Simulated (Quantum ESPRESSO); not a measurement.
**One base run on Rh₂YSi₂ (I4/mmm, 5 atoms in the cell) and variants with one or two settings moved**

```xyz
5
Lattice="-2.0115 2.0115 4.9500 2.0115 -2.0115 4.9500 2.0115 2.0115 -4.9500" Properties=species:S:1:pos:R:3 pbc="T T T"
Rh     0.0000     2.0115     2.4750
Rh     2.0115     0.0000     2.4750
Y      0.0000     0.0000     0.0000
Si     0.0000     0.0000     3.7125
Si     0.0000     0.0000     6.1875
```

Base run A: LDA (PZ), GBRV 1.5 ultrasoft (LDA) pseudopotentials run with Quantum ESPRESSO, self-consistent single point.

Its settings: ecutwfc = 40 Ry; ecutrho = 320 Ry; occupations = smearing; smearing = marzari-vanderbilt; degauss = 0.0147 Ry; potentials = {Rh: rh_lda_v1.4.uspp.F.UPF, Y: y_lda_v1.4.uspp.F.UPF, Si: si_lda_v1.uspp.F.UPF}; K_POINTS = automatic 8 8 8 0 0 0; conv_thr = 1e-09 Ry.

The starting cell comes from a database of published, mostly measured structures (it also holds non-ambient and calculated ones), without a prior relaxation at this level. Spin polarisation is off. In the base run, with a pressure of about -4 GPa the cell is away from its equilibrium volume at this level.

ΔF is the free energy per atom less that of run A. 

| run | change | ΔF (meV/atom) | pressure (GPa) | largest force (eV/Å) | k-points |
|---|---|---|---|---|---|
| A | base | 0.00 | -4.01 | 0.441 | 59 |
| B | lattice scaled by 0.97 | 50.2 | 15.40 | 1.410 | 59 |
| C | K_POINTS: automatic 8 8 8 0 0 0 → automatic 5 5 5 0 0 0 | -0.74 | -3.93 | 0.405 | 18 |
| D | nbnd: default → 41 | 0.00 | -4.01 | 0.441 | 59 |
| E | ecutwfc: 40 Ry → 24 Ry; ecutrho: 320 Ry → 192 Ry | 2857.1 | -139.63 | 0.340 | 59 |
| F | K_POINTS: automatic 8 8 8 0 0 0 → automatic 6 6 6 1 1 1 | 2.1 | -3.95 | 0.378 | 28 |
| G | conv_thr: 1e-09 Ry → 7.3e-06 Ry | 0.00 | -4.07 | 0.442 | 59 |
| H | mixing_beta: default → 0.2; mixing_mode: default → plain | 0.00 | -4.01 | 0.441 | 59 |

Run C against A: The free energy hardly moves (within 1 meV/atom), the pressure hardly changes (-4.01 to -3.93 GPa) and the largest force goes from 0.441 to 0.405 eV/Å.

Run B against A: The free energy goes up by 50.2 meV/atom, the pressure goes from -4.01 to 15.40 GPa and the largest force goes from 0.441 to 1.410 eV/Å.

Run F against A: The free energy goes up by 2.1 meV/atom, the pressure moves little (-4.01 to -3.95 GPa) and the largest force goes from 0.441 to 0.378 eV/Å.
